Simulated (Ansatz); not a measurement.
The parent structure is LiNbO3 (space group R3c, No. 161).

```xyz
10
Lattice="2.5687 1.4831 4.6282 -2.5687 1.4831 4.6282 0.0000 -2.9661 4.6282" Properties=species:S:1:pos:R:3 pbc="T T T"
Li     0.0000     0.0000     9.7495
Li     0.0000     0.0000     2.8072
Nb     0.0000     0.0000    13.6650
Nb     0.0000     0.0000     6.7227
O     -0.6526     1.4375     8.1613
O      1.5712    -0.1536     8.1613
O     -0.9186    -1.2839     8.1613
O      0.9975     1.3295     5.8471
O      0.6526    -1.5286     5.8471
O     -1.6501     0.1991     5.8471
```

Cartesian axes are those of the cell as printed.

All numbers come from r2SCAN/PAW in Ansatz (a quantum-chemistry and plane-wave program), no spin-orbit coupling.

Base values:

Shortest interatomic distance: 187.9 pm

The change: uniaxial stress, 8 GPa tension along z, with the cell and atoms free to relax against it.

How does this affect the shortest interatomic distance?

The shortest interatomic distance drops by 0.6 pm, from 187.9 pm to 187.3 pm.

What happens to the energy relative to the base?

The energy goes up by 11 meV/atom.

Predict the new strain response.

The strain response (xx, yy, zz) comes out as (−0.95, −0.95, +4.03) %.

Beyond what the load breaks, stability against distortions was not tested.
